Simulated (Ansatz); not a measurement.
A self-consistent single point of CdIn (P1, 2 atoms in the cell) with Ansatz (a first-principles code).

Level of theory: PBEsol, PAW files made with PBE (plane waves; Ansatz).

The change in words: atoms moved at random. Reference geometry:
```yaml
crystal:
  lattice:
    - [3.21861, 0.00000, 0.00000]
    - [-1.60931, 2.78740, 0.00000]
    - [0.00000, 0.00000, 5.91615]
  atoms:
    - { symbol: Cd, position: [0.00000, 0.00000, 0.50000] }
    - { symbol: In, position: [0.66667, 0.33333, 0.00000] }
```

Reference input (self-consistent single point, DFT, PBEsol, plane waves, PAW files made with PBE): basis.ecutwfc = 30.9 Ry; kpoints.mp_grid.grid = 8 8 4; hamiltonian.xc = pbesol; hamiltonian.pseudopotentials = {kind: paw} (the program's default PAW files); scf.occupations.method = fermi_dirac; scf.occupations.width = 0.0073 Ry. This run's input differs from it in these lines:

Ansatz 0.2 input:
```diff
@@ -6,4 +6,4 @@
   atoms:
-    - { symbol: Cd, position: [0.00000000, 0.00000000, 0.50000000] }
-    - { symbol: In, position: [0.66666700, 0.33333300, 0.00000000] }
+    - { symbol: Cd, position: [0.01498700, 0.00488500, 0.50091800] }
+    - { symbol: In, position: [0.65168000, 0.32844800, -0.00091800] }
 basis:
```

The program printed (abridged):

```
SCF iter   1: F=—  HF=-13709.525265 eV  |F-HF|=—  |Δ(HF+E_count)|=         —  Δρ=1.96e-2  dr2=3.35e-1  ethr=3.10e-3  ⟨swp⟩=5.8  Hψ=11710  notcnv=0
all-band conjugate gradients solve this SCF's bands
preconditioner: auto → Kerker (q_TF=auto, 2.521 Å⁻¹)
SCF iter   2: F=—  HF=-13709.450526 eV  |F-HF|=—  |Δ(HF+E_count)|=   7.47e-2  Δρ=1.09e-2  dr2=1.12e-1  ethr=1.02e-3  ⟨swp⟩=2.1  Hψ=4525  notcnv=0  defer=6
   [... lines left out ...]
SCF iter   5: F=—  HF=-13709.421204 eV  |F-HF|=—  |Δ(HF+E_count)|=   4.70e-5  Δρ=3.15e-4  dr2=1.04e-4  ethr=2.11e-6  ⟨swp⟩=2.0  Hψ=4627  notcnv=0  defer=6
SCF iter   6: F=—  HF=-13709.421192 eV  |F-HF|=—  |Δ(HF+E_count)|=   1.21e-5  Δρ=1.09e-4  dr2=1.31e-5  ethr=3.16e-7  ⟨swp⟩=1.7  Hψ=2930  notcnv=0  defer=6
SCF iter   7: F=—  HF=-13709.421215 eV  |F-HF|=—  |Δ(HF+E_count)|=   2.30e-5  Δρ=2.14e-5  dr2=3.35e-7  ethr=3.96e-8  ⟨swp⟩=1.7  Hψ=2924  notcnv=0  defer=6
SCF iter   8: F=-13709.421215 eV  HF=-13709.421215 eV  |F-HF|=2.09e-9  |Δ(HF+E_count)|=   5.70e-8  Δρ=4.56e-6  dr2=9.97e-9  ethr=3.03e-10  ⟨swp⟩=5.4  Hψ=10676  notcnv=0
SCF 1 converged in 8 iterations: F = -13709.421215 eV  dr2 = 9.97e-9
Free energy (F): -13709.421215 eV
Internal energy: -13709.391197 eV  (E = F + TS)
E sigma→0 (E₀):  -13709.406206 eV
Entropy (-TS):   -0.030018 eV (-15.009 meV/atom)
Fermi energy:    10.556269 eV
--- Forces (eV/Å), atoms counted from 1 ---
  atom   1  Cd    -0.00050686    -0.00026826    -0.01062846
  atom   2  In     0.00050708     0.00026831     0.01062880
--- Stress (GPa, compression-positive) ---
       -4.042534      -0.041797       0.002785
       -0.041797      -4.019537       0.001102
        0.002785       0.001102      -3.147873
  P = ⅓ Tr σ = -3.7366 GPa (-37.366 kbar)
  The stress holds the Pulay correction. Without it, at fixed plane waves, as pw.x and ABINIT print it: P = -3.7561 GPa
```

The run converged in 8 iterations. Against the reference run the free energy hardly moves (within 1 meV/atom), the pressure stays at -3.74 GPa and the largest force goes from 0.000 to 0.011 eV/Å.

The starting cell comes from a database of computed structures (which also holds hypothetical and non-ambient phases and stackings), without a prior relaxation at this level. Its lattice was rescaled by a random factor within 2.5 % of one. For this run, on top of that: atoms moved at random. With a pressure of about -4 GPa the cell is away from its equilibrium volume at this level. Ansatz's pressure includes its estimate of the finite-basis (Pulay) stress.
